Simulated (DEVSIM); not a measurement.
Structure: abrupt Si n-p junction, at 300 K.

Layer 1 from the left is Si, thickness (μm) 21.0, Nd (cm⁻³) 5.6e18, τn (s) 0.00064, τp (s) 0.00064. Layer 2 from the left is Si, thickness (μm) 2.40, Na (cm⁻³) 1.4e17, τn (s) 0.00064, τp (s) 0.00064.

Left contact: ohmic. Right contact: ohmic. Voltage is applied to the left contact. Recombination: SRH at mid-gap, radiative. Mobility is constant in doping.

Constants are typed, rounded textbook-type inputs, not results; the design itself was drawn at random and stands for no fabricated device. Values at 300 K.

Si: gap (eV) 1.124, affinity (eV) 4.05, permittivity 11.7, Nc (cm⁻³) 2.86e19, Nv (cm⁻³) 3.1e19, μn (cm²/Vs) 1417, μp (cm²/Vs) 470, B (cm³/s) 4.7e-15.

Model (solved in DEVSIM): 1D drift-diffusion, Boltzmann statistics, complete ionisation; no tunnelling, impact ionisation, image-force lowering or self-heating.

Task: What does the simulation give for the dark forward voltage at 100 A/cm², the potential step across the device at zero bias, the dark forward voltage at 1 A/cm², the largest field in the device at zero bias?

Result: dark forward voltage at 100 A/cm² 0.756 V; potential step across the device at zero bias 0.942 V; dark forward voltage at 1 A/cm² 0.636 V; largest field in the device at zero bias 210000 V/cm.
